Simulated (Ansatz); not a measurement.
The boundary is one mirror-built cell; no search for the lowest one was made.

- Junction = Σ11 (113) symmetric tilt boundary in fcc Rh, with one N atom a cell (12.2 Å²) in the boundary
- Cell area = 12.16 Å²
- Transmission a spin = 1.621
- Channels of the lower lead = 3.616
- Channels of the upper lead = 3.616

Method: PBE (plane waves, PAW; Ansatz, a quantum-chemistry and plane-wave program).

Task: Work out the resistance-area product that the junction adds between diffusive leads.

Result: AR = A (h/2e²)[1/T − 1/(2N₁) − 1/(2N₂)] = 12.16 × 10⁻²⁰ m² × 12906 Ω × 0.340 = 0.53 × 10⁻¹⁵ Ω m².
